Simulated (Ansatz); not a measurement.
We consider cubic perovskite CsSnI3 (cubic high-temperature phase), described by PBE+SOC (plane waves, PAW; Ansatz, an electronic-structure program).

Settings: plane-wave cutoff 520 eV, 6×6×6 k mesh, Fermi–Dirac smearing 0.01 eV, PAW data made under PBE.

Properties against volume:

```csv
V (Å³/atom),P (GPa),direct gap at Γ (eV)
46.761,1.06,4.070
47.756,0.66,4.042
48.751,0.32,4.016
49.746,0.00,3.991
50.741,-0.28,3.967
51.736,-0.54,3.944
52.731,-0.77,3.921
```

The fundamental gap (0.09 eV at the equilibrium volume, with added k points) lies elsewhere than Γ–Γ.

Note: the relaxation could not lower the start's symmetry, so the cell can be a saddle point above a distorted one.
